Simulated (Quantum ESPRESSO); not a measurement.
Worked example: self-consistent single point of MnO (Fm-3m, 2 atoms in the cell) in Quantum ESPRESSO.

Method of the run: PBE+U, SSSP 1.1.2 efficiency (PBE) pseudopotentials (plane waves; Quantum ESPRESSO 7.5).

```yaml
crystal:
  lattice:
    - [0.00000, 2.22300, 2.22300]
    - [2.22300, 0.00000, 2.22300]
    - [2.22300, 2.22300, 0.00000]
  atoms:
    - { symbol: Mn, position: [0.00000, 0.00000, 0.00000], spin: 4.0 }
    - { symbol: O, position: [0.50000, 0.50000, 0.50000] }
```
(The spins are starting values, not results.)

Reference input (self-consistent single point, DFT, PBE+U, plane waves, SSSP 1.1.2 efficiency (PBE) pseudopotentials): ecutwfc = 55 Ry; ecutrho = 440 Ry; occupations = smearing; smearing = gaussian; degauss = 0.019992 Ry; nspin = 2; potentials = {Mn: mn_pbe_v1.5.uspp.F.UPF, O: O.pbe-n-kjpaw_psl.0.1.UPF}; K_POINTS = automatic 13 13 13 0 0 0; HUBBARD = ortho-atomic; U Mn-3d 3.9 eV; conv_thr = 1e-10 Ry; mixing_beta = 0.3. This run's input differs from it in these lines:

```diff
@@ -13,3 +13,3 @@
     ecutwfc = 55
-    ecutrho = 440
+    ecutrho = 880
     occupations = 'smearing'
```

Log, with long lists cut:

```
     Self-consistent Calculation

     iteration #  1     ecut=    55.00 Ry     beta= 0.30

     =================== HUBBARD OCCUPATIONS ===================
     ------------------------ ATOM    1 ------------------------
     Tr[ns(  1)] (up, down, total) =   4.87271  0.13226  5.00497
     Atomic magnetic moment for atom   1 =   4.74046
     SPIN  1
     eigenvalues:
       0.969  0.969  0.978  0.978  0.978
     SPIN  2
     eigenvalues:
       0.013  0.013  0.013  0.047  0.047

     Number of occupied Hubbard levels =    5.0050

     total energy              =    -252.73333618 Ry
     estimated scf accuracy    <       0.58980007 Ry

   [... lines left out ...]

     iteration # 11     ecut=    55.00 Ry     beta= 0.30

     negative rho (up, down):  0.000E+00 3.282E-04

     total energy              =    -252.86404484 Ry
     estimated scf accuracy    <          4.4E-09 Ry

     total magnetization       =     5.00 Bohr mag/cell
     absolute magnetization    =     5.00 Bohr mag/cell

     iteration # 12     ecut=    55.00 Ry     beta= 0.30

     negative rho (up, down):  0.000E+00 3.283E-04

     Magnetic moment per site  (integrated on atomic sphere of radius R)
     atom   1 (R=0.292)  charge= 12.5822  magn=  4.2888
     atom   2 (R=0.292)  charge=  5.9851  magn=  0.1810
     End of self-consistent calculation

     =================== HUBBARD OCCUPATIONS ===================
     ------------------------ ATOM    1 ------------------------
     Tr[ns(  1)] (up, down, total) =   4.97143  0.24988  5.22131
     Atomic magnetic moment for atom   1 =   4.72155
     SPIN  1
     eigenvalues:
       0.993  0.993  0.995  0.995  0.995
     SPIN  2
     eigenvalues:
       0.025  0.025  0.025  0.087  0.087

     Number of occupied Hubbard levels =    5.2213

     Number of k-points >= 100: set verbosity='high' to print the bands.

     the Fermi energy is    13.0954 ev

!    total energy              =    -252.86404486 Ry
     estimated scf accuracy    <          3.2E-11 Ry
     smearing contrib. (-TS)   =      -0.00004534 Ry
     internal energy E=F+TS    =    -252.86399952 Ry

   [... lines left out ...]
     total magnetization       =     5.00 Bohr mag/cell
     absolute magnetization    =     5.00 Bohr mag/cell
     Total force =     0.000000     Total SCF correction =     0.000000
   [... lines left out ...]

     negative rho (up, down):  0.000E+00 3.283E-04
          total   stress  (Ry/bohr**3)                   (kbar)     P=       93.46
   0.00063535   0.00000000   0.00000000           93.46        0.00        0.00
   0.00000000   0.00063535   0.00000000            0.00       93.46        0.00
   0.00000000   0.00000000   0.00063535            0.00        0.00       93.46

   JOB DONE.
```

The run converged in 12 iterations. Against the reference run the free energy is nearly the same (within 1 meV/atom), the pressure goes from 9.48 to 9.35 GPa and the size of the net moment stays at 2.50 μB/atom.

The starting cell comes from a database of published, mostly measured structures (it also holds non-ambient and calculated ones), without a prior relaxation at this level. With one magnetic atom in the cell only a parallel order is possible. With U or open f shells several self-consistent states can exist.

Cost on one core of a shared machine: roughly 90 s.
